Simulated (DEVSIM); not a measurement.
System: abrupt Si p-n junction, at 250 K.

Layer 1 from the left is Si, thickness (μm) 1.30, Na (cm⁻³) 2.4e16, τn (s) 0.00014, τp (s) 0.00014. Layer 2 from the left is Si, thickness (μm) 180, Nd (cm⁻³) 2e15, τn (s) 0.00014, τp (s) 0.00014.

Left contact: ohmic. Right contact: ohmic. Voltage is applied to the left contact. Recombination: SRH at mid-gap, radiative, Auger. Mobility is μmin + (μ − μmin)/(1 + (N/Nref)^α).

Constants are typed, rounded textbook-type inputs, not results; the design itself was drawn at random and stands for no fabricated device. Values at 300 K; Nc and Nv go as T^1.5, mobilities as T to minus their exponent, the gap by Varshni's rule with the affinity fixed.

Si: gap (eV) 1.124, affinity (eV) 4.05, permittivity 11.7, Nc (cm⁻³) 2.86e19, Nv (cm⁻³) 3.1e19, μn (cm²/Vs) 1417, μp (cm²/Vs) 470, μn,min 52, μp,min 45, Nref,n 9.7e16, Nref,p 2.2e17, αn 0.68, αp 0.72, T exponent of μn 2.3, T exponent of μp 2.2, B (cm³/s) 4.7e-15, Cn (cm⁶/s) 2.8e-31, Cp (cm⁶/s) 9.9e-32, Varshni α (eV/K) 0.000473, Varshni β (K) 636.

### Question
Estimate by hand the built-in potential, the peak field at zero bias, the capacitance at -1.5 V, and compare with a numerical solution.

### Answer

- Built-in potential: ni = √(Nc Nv) exp(−Eg/2kT) = 8.01e7 cm⁻³ with Eg = 1.136 eV; Vbi = kT/q ln(Na Nd/ni²) = 0.787 V; numerical 0.787 V.
- Peak field at zero bias: depletion approximation: W = √(2εVbi/(qN)) = 0.743 μm with N = 1.85e15 cm⁻³; field = 2Vbi/W = 21200 V/cm; numerical 20700 V/cm (estimate above by 2.3 %).
- Capacitance at -1.5 V: C = √(qεN / 2(Vbi + |V|)) = 8.18 nF/cm²; numerical 8.26 nF/cm² (estimate below by 0.94 %).

Model (solved in DEVSIM): 1D drift-diffusion, Boltzmann statistics, complete ionisation; no tunnelling, impact ionisation, image-force lowering or self-heating.
